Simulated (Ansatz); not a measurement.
The reference is GaN in the zinc blende structure (space group F-43m, No. 216; a = 4.498 Å).

Structures relaxed with PBEsol/PAW in Ansatz (a program for electronic structure), without spin-orbit coupling, earlier PAW set.

Base:

Simulated powder pattern, Mo Kα, λ = 0.71073 Å (kinematic, ideal powder, no thermal factors, no anomalous dispersion; the 14 strongest lines at most, above 2 %, up to 2θ = 40°):

```json
[
 {"2θ (°)": "15.73", "I/Imax (%)": "100", "hkl": "(111)"},
 {"2θ (°)": "18.18", "I/Imax (%)": "34", "hkl": "(200)"},
 {"2θ (°)": "25.82", "I/Imax (%)": "48", "hkl": "(220)"},
 {"2θ (°)": "30.38", "I/Imax (%)": "44", "hkl": "(311)"},
 {"2θ (°)": "31.76", "I/Imax (%)": "9.3", "hkl": "(222)"},
 {"2θ (°)": "36.84", "I/Imax (%)": "6.9", "hkl": "(400)"}
]
```

The change: a hydrostatic pressure of 60 GPa.

Q: Where do the lines fall after the change?

A: 
Simulated powder pattern, Mo Kα, λ = 0.71073 Å (kinematic, ideal powder, no thermal factors, no anomalous dispersion; the 14 strongest lines at most, above 2 %, up to 2θ = 40°):

```
2θ (°)  I/Imax (%)    hkl
------  ----------  -----
16.85          100  (111)
19.48           34  (200)
27.68           45  (220)
32.58           41  (311)
34.08          8.8  (222)
39.55          6.4  (400)
```

The indices refer to the base's conventional cell; one index is shown for lines that coincide.

Load acts through the strain it causes; cell and atoms are relaxed under it. No phonon test of stability was made. Tetrahedral semiconductors of this kind turn to denser phases somewhere between about 1 and 50 GPa; those were not computed, so compressed cells here can lie past the real transition. This is not the structure that GaN has at room temperature and ambient pressure.
